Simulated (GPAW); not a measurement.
A user runs GPAW on Sc (P6_3/mmc, 4 atoms in the cell) and asks whether the run is sound. The aim is a self-consistent single point with DFT PBE, plane waves, GPAW PAW datasets PBE (gpaw-data 1.0.1).

Cell that was meant: a = 3.2999 Å, b = 3.2999 Å, c = 10.6173 Å, α = 90.00°, β = 90.00°, γ = 120.00°.

Part of the input:

```python
                                [0.666667, 0.333333, 0.750000]],
              pbc=True)

calc = GPAW(mode=PW(80),
            xc='PBE',
            kpts={'size': (8, 8, 2), 'gamma': True},
            occupations=FermiDirac(0.1),
```

Output (repeated stretches shortened):

```
Input parameters:
  convergence: {forces: 0.001}
  kpts: {gamma: True,
         size: (8, 8, 2)}
  maxiter: 120
  mode: {ecut: 80.0,
   [... lines left out ...]
   3 Sc     1.649927    0.952584    7.962968    ( 0.0000,  0.0000,  0.0000)

Unit cell:
           periodic     x           y           z      points  spacing
  1. axis:    yes    3.299851    0.000000    0.000000     7     0.4083
  2. axis:    yes   -1.649925    2.857754    0.000000     7     0.4083
  3. axis:    yes    0.000000    0.000000   10.617291    24     0.4424

  Lengths:   3.299851   3.299850  10.617291
  Angles:   90.000000  90.000000 119.999999

Effective grid spacing dv^(1/3) = 0.4399
     iter     time        total  log10-change:
                         energy   eigst   dens  force
iter:   1 --:--:--    68.104379
iter:   2 --:--:--    71.029911   -2.39  -0.97
iter:   3 --:--:--    90.165754   -1.18  -1.00
iter:   4 --:--:--    90.784340   -2.31  -1.70
iter:   5 --:--:--    90.764117   -4.00  -1.89
iter:   6 --:--:--    90.786067c  -4.31  -2.06
iter:   7 --:--:--    90.796517   -3.93  -2.16
iter:   8 --:--:--    90.796583c  -5.15  -2.77
iter:   9 --:--:--    90.796959c  -5.52  -2.99
iter:  10 --:--:--    90.797036c  -6.64  -3.52
iter:  11 --:--:--    90.797037c  -8.37c -4.14c
iter:  12 --:--:--    90.797029c  -8.00c -4.17c -16.65c
Converged after 12 iterations.

Dipole moment: (-0.000000, 0.000000, -0.000000) |e|*Ang

Energy contributions relative to reference atoms: (reference = -83155.532482)

Kinetic:       -684.615782
Potential:     +714.581514
External:        +0.000000
XC:             +50.453172
Entropy (-ST):   -0.165786
Local:          +10.461019
SIC:             +0.000000
--------------------------
Free energy:    +90.714136
Extrapolated:   +90.797029

Showing only first 2 kpts
 Kpt  Band  Eigenvalues  Occupancy
  0    20      7.14370    1.99950
  0    21      9.02055    0.00006
  0    22      9.99272    0.00000
  0    23     10.11904    0.00000

  1    20      8.01215    0.80640
  1    21      8.01215    0.80640
  1    22     10.08832    0.00000
  1    23     10.08832    0.00000

   [... lines left out ...]
Fermi level: 7.97293
No gap
   [... lines left out ...]
  0 Sc    0.00000   -0.00000    0.00000
  1 Sc    0.00000   -0.00000    0.00000
  2 Sc    0.00000    0.00000    0.00000
  3 Sc    0.00000    0.00000   -0.00000

Stress tensor:
     4.523124    -0.000001     0.000000
    -0.000001     4.523126     0.000000
     0.000000     0.000000     4.511983
Stress (GPa, Voigt): [ 7.246843e+02  7.246847e+02  7.228994e+02  0.000000e+00  0.000000e+00
 -1.000000e-04]
```

Question: Is this run sound? If not, what is wrong?

Answer: The run is not sound. The fault is a basis or grid far too coarse for these potentials. Far below the cutoff that the potentials were made for, the basis cannot represent the orbitals near the nuclei, and energies, forces and above all the stress go wrong. To fix it, restore the cutoff that the potentials need and check convergence. The run converged in 12 iterations without an error; against the sound input the free energy goes up by 27.4 eV/atom and the pressure goes from -0.70 to -724.1 GPa.

An input that runs soundly differs in these lines (not the only fix; some lines may just follow from the change or write a value another way):
```diff
-calc = GPAW(mode=PW(80),
+calc = GPAW(mode=PW(800),
```

With that input, the run converged in 51 iterations: free energy E − TS (from the program's reference atoms) -18.7093 eV; Fermi level (on the code's own zero) 5.56 eV; pressure -0.70 GPa (DFT PBE, plane waves, GPAW PAW datasets PBE (gpaw-data 1.0.1)).

On the sound input: the starting cell was generated: these elements placed on a structure prototype, without a prior relaxation; it need not be a known phase or ordering of this composition.
